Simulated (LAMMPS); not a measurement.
An MD run on a melt made from Cu (fcc), 4000 atoms, at 1770 K and 5 GPa, brought to that temperature within a few picoseconds.

Model: classical MD, pair style eam, the elements' _smf7.eam files (smf7) (LAMMPS).

Question: Estimate the state found, the most common Cu-Cu-Cu angle, the mean frequency of the vibrational (phonon) density of states for this model.

Answer: state found: liquid; most common Cu-Cu-Cu angle: at the 3° bin centred on 55.5°, after smoothing over three bins (mean of all 96°); mean frequency of the vibrational (phonon) density of states: 4.6 THz.

Caution: a run this short can hold a crystal over, or a liquid under, the potential's own melting point, which these runs don't give.
